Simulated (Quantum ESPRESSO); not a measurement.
Input and output of a self-consistent single point for Cu2As (P4/nmm, 6 atoms in the cell) (Quantum ESPRESSO).

Method: PBEsol, PSlibrary ultrasoft (PBE) pseudopotentials (plane waves; Quantum ESPRESSO).

The change in words: lattice scaled by 0.98. Reference geometry:
```
CELL_PARAMETERS angstrom
      3.73659     0.00000     0.00000
      0.00000     3.73659     0.00000
      0.00000     0.00000     5.82176
ATOMIC_POSITIONS crystal
  Cu 0.50000 0.50000 0.00000
  Cu 0.00000 0.00000 0.00000
  Cu 0.50000 0.00000 0.29996
  Cu 0.00000 0.50000 0.70004
  As 0.50000 0.00000 0.71301
  As 0.00000 0.50000 0.28699
```

Reference input (self-consistent single point, DFT, PBEsol, plane waves, PSlibrary ultrasoft (PBE) pseudopotentials): ecutwfc = 50 Ry; ecutrho = 300 Ry; occupations = smearing; smearing = fermi-dirac; degauss = 0.0073499 Ry; input_dft = pbesol; potentials = {Cu: Cu.pbe-dn-rrkjus_psl.1.0.0.UPF, As: As.pbe-n-rrkjus_psl.1.0.0.UPF}; K_POINTS = automatic 7 7 5 0 0 0; conv_thr = 1e-10 Ry. This run's input differs from it in these lines:

```diff
@@ -9,4 +9,4 @@
  ibrav = 6
- A = 3.73658900
- C = 5.82176200
+ A = 3.66185700
+ C = 5.70532700
  nat = 6
@@ -27,8 +27,8 @@
 ATOMIC_POSITIONS angstrom
-Cu    1.86829450    1.86829450    0.00000000
+Cu    1.83092850    1.83092850    0.00000000
 Cu    0.00000000    0.00000000    0.00000000
-Cu    1.86829450    0.00000000    1.74629573
-Cu    0.00000000    1.86829450    4.07546627
-As    1.86829450    0.00000000    4.15097452
-As    0.00000000    1.86829450    1.67078748
+Cu    1.83092850    0.00000000    1.71136989
+Cu    0.00000000    1.83092850    3.99395711
+As    1.83092850    0.00000000    4.06795520
+As    0.00000000    1.83092850    1.63737180
 K_POINTS automatic
```

Output (repeated stretches shortened):

```
     Self-consistent Calculation

     iteration #  1     ecut=    50.00 Ry     beta= 0.70

     Threshold (ethr) on eigenvalues was too large:
     Diagonalizing with lowered threshold

     total energy              =    -529.65098793 Ry
     estimated scf accuracy    <       0.36493069 Ry

     iteration #  2     ecut=    50.00 Ry     beta= 0.70

     total energy              =    -529.64344180 Ry
     estimated scf accuracy    <       1.49749820 Ry

     iteration #  3     ecut=    50.00 Ry     beta= 0.70

     total energy              =    -529.86180243 Ry
     estimated scf accuracy    <       0.02734294 Ry

   [... 6 blocks of this kind left out ...]

     iteration # 10     ecut=    50.00 Ry     beta= 0.70

     total energy              =    -529.87218665 Ry
     estimated scf accuracy    <          2.8E-09 Ry

     iteration # 11     ecut=    50.00 Ry     beta= 0.70
     End of self-consistent calculation

     the Fermi energy is    12.9478 ev

!    total energy              =    -529.87218665 Ry
     estimated scf accuracy    <          9.6E-12 Ry
     smearing contrib. (-TS)   =      -0.00456255 Ry
     internal energy E=F+TS    =    -529.86762410 Ry

     convergence has been achieved in  11 iterations

     Forces acting on atoms (cartesian axes, Ry/au):

     atom    1 type  1   force =     0.00000000    0.00000000    0.00000000
     atom    2 type  1   force =     0.00000000    0.00000000    0.00000000
     atom    3 type  1   force =     0.00000000    0.00000000    0.00181198
     atom    4 type  1   force =     0.00000000    0.00000000   -0.00181198
     atom    5 type  2   force =     0.00000000    0.00000000   -0.01901932
     atom    6 type  2   force =     0.00000000    0.00000000    0.01901932

     Total force =     0.027019     Total SCF correction =     0.000002

          total   stress  (Ry/bohr**3)                   (kbar)     P=      114.96
   0.00076153   0.00000000   0.00000000          112.02        0.00        0.00
   0.00000000   0.00076153   0.00000000            0.00      112.02        0.00
   0.00000000   0.00000000   0.00082135            0.00        0.00      120.82

   JOB DONE.
```

The run converged in 11 iterations. Against the reference run the free energy goes up by 35.4 meV/atom, the pressure goes from 1.41 to 11.50 GPa and the largest force goes from 0.231 to 0.489 eV/Å. The full log also holds: “c_bands:  1 eigenvalues not converged”.

The starting cell comes from a database of computed structures (which also holds hypothetical and non-ambient phases and stackings), without a prior relaxation at this level. Its lattice was rescaled by a random factor within 2.5 % of one. For this run, on top of that: lattice scaled by 0.98. Spin polarisation is off. With a pressure of about 11 GPa the cell is away from its equilibrium volume at this level. The run gives no clean gap (levels at the Fermi energy touch, overlap or are partly filled at this smearing), which alone does not show that the compound is a metal.

Cost on one core of a shared machine: roughly 70 s.
